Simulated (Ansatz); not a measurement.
# Worked example: self-consistent single point of Ti2O (P-3m1, 3 atoms in the cell) in Ansatz

Method of the run: LDA (PW92), default PAW files made with PBE (plane waves; Ansatz, an electronic-structure program).

Input as run:

Ansatz 0.2 input:
```yaml
crystal:
  lattice:
    - [2.945218, 0.000000, 0.000000]
    - [-1.472609, 2.550633, 0.000000]
    - [0.000000, 0.000000, 4.807873]
  atoms:
    - { symbol: Ti, position: [0.333333, 0.666667, 0.730050] }
    - { symbol: Ti, position: [0.666667, 0.333333, 0.269950] }
    - { symbol: O, position: [0.000000, 0.000000, 0.000000] }
basis:
  ecutwfc: 420.0
kpoints:
  mp_grid: { grid: [13, 13, 7] }
hamiltonian:
  xc: lda
  pseudopotentials: { kind: paw }
scf:
  occupations: { method: fermi_dirac, width: 0.1 }
output:
  forces: true
  eigenvalues: true
  stress: true
```

Log, with long lists cut:

```
WARN the atoms were moved onto the symmetric positions of the space group found under crystal.symmetry.tolerance 1.0e-5 (fractional …
WARN ansatz: RAYON_NUM_THREADS=1 ignored (pool sized by the plan → 1); use --threads N
Pseudopotentials: kind: paw
Pseudopotential: Ti, paw, valence charge 12
Pseudopotential: O, paw, valence charge 6
Crystal: 3 atoms, lattice volume = 36.118 Å³
Basis set: ecut = 420 eV, 701 PW (Γ)
Bands: 19, of which v1, the nominal top of the filled ones, is band 15 counted from 1 (14 counted from 0)
Symmetry: 12 space group operations
Space group: P-3m1 (ITA 164), of the structure as read, at distance tolerance 3.3e-5 Å
k-points: 126 of 1183
PAW frozen core: Ti, regenerated for the run's functional, and the local potential with it
PAW frozen core: O, regenerated for the run's functional, and the local potential with it
Initial density: superposition of atomic densities (neutral atoms: chi_scale 0, normalization atom), corrected by the library's trained network
Initial wavefunctions: pseudopotential atomic-orbital guess
Eigensolver: davidson
Functional: x = slater, c = lda
SCF iter   1: F=—  HF=-5459.229714 eV  |F-HF|=—  |Δ(HF+E_count)|=         —  Δρ=1.30e-2  dr2=5.27e-2  ethr=1.77e-3  ⟨swp⟩=4.2  Hψ=8968  notcnv=0
all-band conjugate gradients solve this SCF's bands
preconditioner: auto → Kerker (q_TF=auto, 2.645 Å⁻¹)
SCF iter   2: F=—  HF=-5459.220439 eV  |F-HF|=—  |Δ(HF+E_count)|=   9.27e-3  Δρ=5.19e-3  dr2=9.64e-3  ethr=1.76e-4  ⟨swp⟩=1.1  Hψ=3417  notcnv=0
SCF iter   3: F=—  HF=-5459.218819 eV  |F-HF|=—  |Δ(HF+E_count)|=   1.62e-3  Δρ=1.49e-3  dr2=1.28e-3  ethr=3.21e-5  ⟨swp⟩=2.1  Hψ=2941  notcnv=0
SCF iter   4: F=—  HF=-5459.218508 eV  |F-HF|=—  |Δ(HF+E_count)|=   3.11e-4  Δρ=3.10e-4  dr2=6.59e-5  ethr=4.27e-6  ⟨swp⟩=2.0  Hψ=2891  notcnv=0
SCF iter   5: F=—  HF=-5459.218488 eV  |F-HF|=—  |Δ(HF+E_count)|=   1.99e-5  Δρ=8.96e-5  dr2=4.13e-6  ethr=2.20e-7  ⟨swp⟩=2.0  Hψ=3125  notcnv=0
SCF iter   6: F=—  HF=-5459.218487 eV  |F-HF|=—  |Δ(HF+E_count)|=   9.76e-7  Δρ=3.13e-5  dr2=4.98e-7  ethr=1.38e-8  ⟨swp⟩=2.6  Hψ=4312  notcnv=0
SCF iter   7: F=-5459.218487 eV  HF=-5459.218487 eV  |F-HF|=2.18e-8  |Δ(HF+E_count)|=   1.28e-7  Δρ=9.18e-6  dr2=2.98e-8  ethr=3.33e-10  ⟨swp⟩=5.0  Hψ=9407  notcnv=0
SCF 1 converged in 7 iterations: F = -5459.218487 eV  dr2 = 2.98e-8
SCF converged after 7 iterations
Free energy (F): -5459.218487 eV
Harris-Foulkes:  -5459.218487 eV  (|F-HF|=2.18e-8)
Internal energy: -5459.180155 eV  (E = F + TS)
E sigma→0 (E₀):  -5459.199321 eV
Entropy (-TS):   -0.038332 eV (-12.777 meV/atom)
Fermi energy:    15.082771 eV
--- Per-component energies (eV) ---
  E_band       = -260.973270
  E_kinetic    = 721.736986
  E_local      = -1746.025093  (includes V_loc(G=0)·N_el)
  E_nonlocal   = 72.693316
  E_hartree    = 704.399900
  E_xc         = -267.668993
  E_vxc        = -338.954041  (∫ρ·V_xc dr)
  E_paw        = -2144.689681  (= ΣΔE_a)
  E_vpaw       = -379.224531  (= ΣTr[D̂ρ^β])
  E_aug_tail   = 0.002658  (compensation charges beyond the density's cutoff)
  E_ewald      = -2800.378069
  E_core_change = 0.748822  (= ΣΔE_core)
  E_smearing   = -0.038332  (= −TS)
  E_closure    = 0.000000  (closes the sum)
  Σ components = -5459.218487   (vs F -5459.218487, Δ=0.00e0)
--- Forces (eV/Å), atoms counted from 1 ---
  atom   1  Ti     0.00000000    -0.00000000     0.63098074
  atom   2  Ti    -0.00000000     0.00000000    -0.63098074
  atom   3  O     -0.00000000     0.00000000     0.00000000
  max |Σ_I F_I| component: 9.25e-18 eV/Å
--- Stress (GPa, compression-positive) ---
       -7.926954       0.000000      -0.000000
        0.000000      -7.926954       0.000000
       -0.000000       0.000000     -10.619528
  P = ⅓ Tr σ = -8.8245 GPa (-88.245 kbar)
  The stress holds the Pulay correction. Without it, at fixed plane waves, as pw.x and ABINIT print it: P = -9.3071 GPa
--- Band table (eV; the first three rows and the last of 126) ---
  k-point 0: bands = ["-41.4987", "-41.3624", "-18.4800", "-17.7862", "-17.7862", "-17.7132", "-17.6967", "-17.6967", "-5.6634", "7.4589", "9.1985", "9.1985", "11.4578", "14.8872", "15.2642", "15.6179", "15.6179", "16.1364", "16.1364"]
  k-point 1: bands = ["-41.4934", "-41.3678", "-18.4447", "-17.7836", "-17.7836", "-17.7527", "-17.6993", "-17.6993", "-5.6515", "7.3717", "9.1849", "9.1849", "11.6900", "14.5729", "15.5550", "15.5550", "15.5867", "16.0930", "16.0930"]
  k-point 2: bands = ["-41.4794", "-41.3821", "-18.3455", "-17.8614", "-17.7771", "-17.7771", "-17.7058", "-17.7058", "-5.6248", "7.1932", "9.1552", "9.1552", "12.2797", "14.1412", "15.3670", "15.3670", "15.9909", "16.4206", "16.4206"]
  k-point 125: bands = ["-41.3464", "-41.3399", "-18.2547", "-18.2479", "-18.1449", "-18.0820", "-17.8180", "-17.8034", "-5.1290", "7.3811", "7.6995", "8.2325", "13.6973", "14.2989", "14.3300", "16.1598", "16.2641", "16.7716", "17.7685"]
```

The run converged in 7 iterations.

The starting cell comes from a database of computed structures (which also holds hypothetical and non-ambient phases and stackings), without a prior relaxation at this level. Its lattice was rescaled by up to half a per cent. Spin polarisation is off, so a magnetic state, if there is one, cannot be reached. With a pressure of about -9 GPa the cell is away from its equilibrium volume at this level. Ansatz's pressure includes its estimate of the finite-basis (Pulay) stress.
